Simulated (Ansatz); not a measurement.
Results of PBE0 (Ansatz, a first-principles code, PAW) for HfSiO₄ (I4₁/amd, No. 141, 12 atoms in the cell; start mp-4609).

Numerical settings: plane-wave cutoff 460 eV, 6×6×6 k mesh, Fermi–Dirac smearing 0.01 eV, scalar-relativistic PAW data made under PBE.

Cell (relaxed with PBEsol):

```cif
data_Hf2O8Si2
_chemical_formula_sum 'Hf2 Si2 O8'
_space_group_name_H-M_alt 'P 1'
_space_group_IT_number 1
_cell_length_a 5.52907
_cell_length_b 5.52907
_cell_length_c 5.52907
_cell_angle_alpha 106.926
_cell_angle_beta 106.926
_cell_angle_gamma 114.692
loop_
_space_group_symop_operation_xyz
  'x, y, z'
loop_
_atom_site_label
_atom_site_type_symbol
_atom_site_fract_x
_atom_site_fract_y
_atom_site_fract_z
_atom_site_occupancy
Hf1 Hf 0.00000 0.00000 0.00000 1
Hf2 Hf 0.75000 0.25000 0.50000 1
Si1 Si 0.25000 0.75000 0.50000 1
Si2 Si 0.50000 0.50000 0.00000 1
O1 O 0.13332 0.31809 0.81522 1
O2 O 0.06809 0.75287 0.68478 1
O3 O 0.50287 0.31809 0.18478 1
O4 O 0.06809 0.38332 0.31522 1
O5 O 0.61668 0.93191 0.68478 1
O6 O 0.68191 0.86668 0.18478 1
O7 O 0.24713 0.93191 0.31522 1
O8 O 0.68191 0.49713 0.81522 1
```

Task: What does this level give for the band gap, smallest direct gap on the k points sampled and Γ–Γ gap?

Result: 
band gap: 8.08 eV
smallest direct gap on the k points sampled: 8.46 eV
Γ–Γ gap: 8.53 eV

Note: cell and atoms aren't relaxed at this level (largest force component 0.37 eV/Å, pressure -0.4 GPa).

Spin–orbit coupling is not included.

The computed numbers hold no vibrational or temperature effects.

It cost around 9 core-minutes (rough) of CPU time.

A start named mp-… is a Materials Project structure, which need not be a measured phase.
